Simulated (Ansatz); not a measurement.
Habitual settings against a tight run: BaPbO₃ (I4/mcm, 10 atoms in the cell)

Self-consistent single point.

```yaml
crystal:
  lattice:
    - [-2.95702, 2.95702, 4.27200]
    - [2.95702, -2.95702, 4.27200]
    - [2.95702, 2.95702, -4.27200]
  atoms:
    - { symbol: Ba, position: [0.25000, 0.75000, 0.50000] }
    - { symbol: Ba, position: [0.75000, 0.25000, 0.50000] }
    - { symbol: Pb, position: [0.00000, 0.00000, 0.00000] }
    - { symbol: Pb, position: [0.50000, 0.50000, 0.00000] }
    - { symbol: O, position: [0.70361, 0.20361, 0.90722] }
    - { symbol: O, position: [0.29639, 0.79639, 0.09278] }
    - { symbol: O, position: [0.20361, 0.29639, 0.50000] }
    - { symbol: O, position: [0.79639, 0.70361, 0.50000] }
    - { symbol: O, position: [0.75000, 0.75000, 0.00000] }
    - { symbol: O, position: [0.25000, 0.25000, 0.00000] }
```

Level of theory: PBEsol, PAW files made with PBE (plane waves; Ansatz, a program for electronic structure).

Base settings: basis.ecutwfc = 420 eV; kpoints.mp_grid.grid = 6 6 6; hamiltonian.xc = pbesol; hamiltonian.pseudopotentials = {kind: paw} (the program's default PAW files); scf.occupations.method = gaussian; scf.occupations.width = 0.05 eV.

Tight run (finer mesh or higher cutoff; not a proven limit): basis.ecutwfc: 420 eV → 590 eV; kpoints.mp_grid.grid: 6 6 6 → 9 9 9; scf.convergence.dr2_threshold: default (1e-07 eV) → 1e-09 eV. It gave Fermi level (on the code's own zero) 9.85 eV; pressure 5.96 GPa; largest force (vector length) 0.169 eV/Å.

Quick runs, as changes from the base:
- A: the base itself
- B: kpoints.mp_grid.grid: 6 6 6 → 4 4 4; scf.occupations.width: 0.05 eV → 0.272 eV; kpoints.mp_grid.shift: default → 0.5 0.5 0.5
- C: basis.ecutwfc: 420 eV → 250 eV; kpoints.mp_grid.grid: 6 6 6 → 1 1 1; kpoints.mp_grid.shift: default → 0.5 0.5 0.5
- D: basis.ecutwfc: 420 eV → 210 eV; kpoints.mp_grid.grid: 6 6 6 → 4 4 4; hamiltonian.xc: pbesol → lda; kpoints.mp_grid.shift: default → 0.5 0.5 0.5; scf.convergence.dr2_threshold: default (1e-07 eV) → 0.0001 eV [LDA (PW92)]
- E: basis.ecutwfc: 420 eV → 335 eV; kpoints.mp_grid.grid: 6 6 6 → 2 2 2
- F: basis.ecutwfc: 420 eV → 250 eV; kpoints.mp_grid.grid: 6 6 6 → 3 3 3

Dashes: energy of D, another energy zero.

† marks runs with another functional, U, potentials or spin treatment: their distance from the tight run is not a convergence error alone.

The count of work is k-points × plane waves × bands × iterations; it is no time. 

Pressures in the table are Ansatz's without its Pulay estimate, at a fixed set of plane waves; the tight run's value above holds the estimate.

The starting cell comes from a database of computed structures (which also holds hypothetical and non-ambient phases and stackings), without a prior relaxation at this level. Its lattice was rescaled by a random factor within 2.5 % of one. In the base run, with a pressure of about 6 GPa the cell is away from its equilibrium volume at this level. The run gives no clean gap (levels at the Fermi energy touch, overlap or are partly filled at this smearing), which alone does not show that the compound is a metal.

| run | energy less tight (meV/atom) | pressure less tight (GPa) | largest miss in a force vector (eV/Å) | count of work / tight |
|---|---|---|---|---|
| A | 2.8 | -0.34 | 0.002 | 0.21 |
| B | 3.0 | -0.30 | 0.004 | 0.078 |
| C | 776.7 | -60.95 | 0.907 | 0.0034 |
| D† | – | -149.63 | 0.010 | 0.018 |
| E | 93.2 | -4.89 | 0.050 | 0.023 |
| F | 1026.1 | -55.78 | 0.209 | 0.020 |

Among the runs at the tight run's level, the energy misses run from 2.8 to 1026.1 meV/atom.

Keys are those of Ansatz 0.2.
